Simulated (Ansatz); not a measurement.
The parent structure is BAs in the zinc blende structure (space group F-43m, No. 216).

```yaml
crystal:
  lattice:
    - [0.00000, 2.39193, 2.39193]
    - [2.39193, 0.00000, 2.39193]
    - [2.39193, 2.39193, 0.00000]
  atoms:
    - { symbol: B, position: [0.00000, 0.00000, 0.00000] }
    - { symbol: As, position: [0.25000, 0.25000, 0.25000] }
```

Cartesian axes are those of the cell as printed.

Calculations: Kohn–Sham DFT with the r2SCAN functional, run in Ansatz (a quantum-chemistry and plane-wave program) with PAW and 500 eV plane waves, spin-orbit coupling left out.

It is then changed as follows: the cell is scaled by 1.0050 in all directions, atoms relaxed at fixed cell.

Q: Predict the stress tensor and what it implies for the stiffness.

A: Stress of the strained cell less that of the base (GPa, compression positive):
```
  -2.05    0.00    0.00
   0.00   -2.05    0.00
   0.00    0.00   -2.05
```

Then B = −ΔP/(ΔV/V₀) with ΔV/V₀ = 0.0151 gives secant stiffness values (nonlinear terms included at this strain): B ≈ 136 GPa.

Stability against distortions was not tested.
